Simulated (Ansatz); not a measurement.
# KTaO3: response to strain

Base system: KTaO$_{3}$ in the cubic perovskite structure (space group Pm-3m, No. 221; a = 4.024 Å).

Strains are applied to the cell and any free atomic positions relax.

Calculations: Ansatz (a program for electronic structure), PBE, PAW, cutoff 420 eV, spin-orbit coupling left out.

Candidates:
(a) isotropic strain +2.40 %
(b) isotropic strain +1.80 %
(c) isotropic strain +0.60 %
(d) isotropic strain +1.20 %
(e) isotropic strain +3.00 %

Base values:

* **Band gap**: 2.16 eV

Order them by band gap, highest first.

(c) isotropic strain +0.60 % (2.12 eV), (d) isotropic strain +1.20 % (2.08 eV), (b) isotropic strain +1.80 % (2.03 eV), (a) isotropic strain +2.40 % (1.99 eV), (e) isotropic strain +3.00 % (1.95 eV)

With Ta present, leaving out spin-orbit coupling can change the band edges. Stability against distortions was not tested.
